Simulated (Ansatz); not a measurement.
BP (model structure, started from the CdTe type, P6₄22, No. 181, 6 atoms in the cell), treated with PBEsol (PAW; Ansatz, a first-principles code).

Settings: plane-wave cutoff 520 eV, 12×12×4 k mesh (along the axes of the cell as run), Fermi–Dirac smearing 0.01 eV, scalar-relativistic PAW data made under PBE.

Cell (relaxed at this level):

```cif
data_B3P3
_chemical_formula_sum 'B3 P3'
_space_group_name_H-M_alt 'P6422'
_space_group_IT_number 181
_space_group_name_Hall 'P 64 2 (0 0 2)'
_cell_length_a 3.25952
_cell_length_b 3.25952
_cell_length_c 6.94001
_cell_angle_alpha 90.000
_cell_angle_beta 90.000
_cell_angle_gamma 120.000
loop_
_atom_site_label
_atom_site_type_symbol
_atom_site_symmetry_multiplicity
_atom_site_Wyckoff_symbol
_atom_site_fract_x
_atom_site_fract_y
_atom_site_fract_z
_atom_site_occupancy
B1 B 3 c 0.50000 0.00000 0.00000 1
P1 P 3 d 0.50000 0.00000 0.50000 1
```

Q: Give the computed bulk modulus.

A: 
- bulk modulus = 182 GPa

The run finds no gap.

Note: the bulk modulus is −V dP/dV from two relaxed cells at ±2 % in volume; the relaxation could raise the start's symmetry but not lower it, so the cell can be a saddle point.

Static lattice: no zero-point or thermal effects.

The result took around 70 core-seconds (rough).

A model structure was made by putting elements into a prototype or built by hand; it is no filed structure, need not be a known phase, and can be a saddle point held by its symmetry.
